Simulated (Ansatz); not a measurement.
Take Ga$_{2}$O$_{3}$ in the corundum structure (space group R-3c, No. 167; a = 4.950 Å, c = 13.306 Å (hexagonal axes)) as the base.

Level of theory: Ansatz (a first-principles code) LDA, no spin-orbit coupling.

Strains are applied to the cell and any free atomic positions relax.

One change was made to it. Results:

```tsv
quantity	base	after
pressure (mean of the normal stresses, compression positive)	0.00 GPa	12.05 GPa
electron mass	0.24 mₑ (at Γ)	0.27 mₑ (at Γ)
band gap	3.04 eV	3.55 eV
smallest direct gap	3.31 eV	3.85 eV
```

What was done to the base?
A) isotropic strain −1.50 %
B) isotropic strain −0.75 %
C) isotropic strain −2.25 %
D) isotropic strain −3.00 %

A, isotropic strain −1.50 %. For comparison, the band gap in the other runs: isotropic strain −0.75 % gives 3.29 eV; isotropic strain −3.00 % gives 4.09 eV; isotropic strain −2.25 % gives 3.82 eV.

Effective masses come from finite differences of ±0.01 Å⁻¹. No phonon test of stability was made.
